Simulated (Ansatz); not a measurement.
System: InBiN2 (model structure, started from the ScAlN2 type, P3m1, No. 156, 4 atoms in the cell). Method: LDA (PAW; Ansatz, an electronic-structure program).

Run with plane-wave cutoff 520 eV, 18×18×10 k mesh (along the axes of the cell as run), Fermi–Dirac smearing 0.05 eV, scalar-relativistic PAW data made under PBE.

Cell (relaxed at this level):

```cif
data_BiInN2
_chemical_formula_sum 'Bi1 N2 In1'
_space_group_name_H-M_alt 'P 1'
_space_group_IT_number 1
_cell_length_a 3.57113
_cell_length_b 3.57113
_cell_length_c 6.30995
_cell_angle_alpha 90.000
_cell_angle_beta 90.000
_cell_angle_gamma 120.000
loop_
_space_group_symop_operation_xyz
  'x, y, z'
loop_
_atom_site_label
_atom_site_type_symbol
_atom_site_fract_x
_atom_site_fract_y
_atom_site_fract_z
_atom_site_occupancy
Bi1 Bi 0.33333 0.66667 0.00582 1
N1 N 0.33333 0.66667 0.41128 1
In1 In 0.66667 0.33333 0.50437 1
N2 N 0.66667 0.33333 0.84853 1
```

Problem. Predict the bulk modulus B0.

Solution. 
* **bulk modulus B0**: 109 GPa

The run finds no gap.

Note: the bulk modulus is −V dP/dV from two relaxed cells at ±2 % in volume; the relaxation could raise the start's symmetry but not lower it, so the cell can be a saddle point.

Spin–orbit coupling is not included; it can open a gap where bands touch, and shift volumes and moduli.

Computed values are for the static lattice.

Cost on a shared machine: about 11 core-minutes (a rough figure).

A model structure was made by putting elements into a prototype or built by hand; it is no filed structure, need not be a known phase, and can be a saddle point held by its symmetry.
